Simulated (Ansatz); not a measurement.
As (Cmce, No. 64)

Level of theory: r²SCAN+rVV10 (PAW; Ansatz, a first-principles code).

Numerical settings: plane-wave cutoff 560 eV, 16×16×12 k mesh (along the axes of the cell as run), Fermi–Dirac smearing 0.05 eV, scalar-relativistic PAW data made under PBE.

Cell: relaxed at this level.

```
Quantity                                                     Result
---------------  --------------------------------------------------
band gap         0.02 eV (under three smearing widths, so not firm)
direct gap at Γ                                             2.86 eV
```

Spin–orbit coupling is not included; it can close the smallest gap of 0.02 eV.

Computed values are for the static lattice.

Cost on a shared machine: very roughly 19 core-minutes.
